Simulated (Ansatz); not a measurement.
TiOs (Pm-3m): band-structure transport figures

```yaml
crystal:
  lattice:
    - [3.06073, 0.00000, 0.00000]
    - [0.00000, 3.06073, 0.00000]
    - [0.00000, 0.00000, 3.06073]
  atoms:
    - { symbol: Ti, position: [0.50000, 0.50000, 0.50000] }
    - { symbol: Os, position: [0.00000, 0.00000, 0.00000] }
```

Level of theory: PBEsol with spin-orbit coupling, rigid bands (plane waves, PAW; Ansatz, a quantum-chemistry and plane-wave program). Condition of this run: spin-orbit coupling switched on. How the cell was made: cell and atoms relaxed with PBEsol.

```json
{
  "density of states at the Fermi level": "0.382 states/(eV·cell), both spins",
  "bare Sommerfeld coefficient": "0.45 mJ/(mol of atoms·K²)",
  "drude_plasma_energy": "4.3 eV",
  "root-mean-square Fermi velocity": "7.3e5 m/s",
  "resistivity times τ": "26 ×10⁻²² Ω·m·s"
}
```

A metal at this level (no band gap); rigid bands, thermally averaged at 300 K, both spins. τ is one relaxation time for all states.

Formula and space group known from diffraction (Crystallography Open Database), not checked to be the room-temperature form: TiOs (Pm-3m).
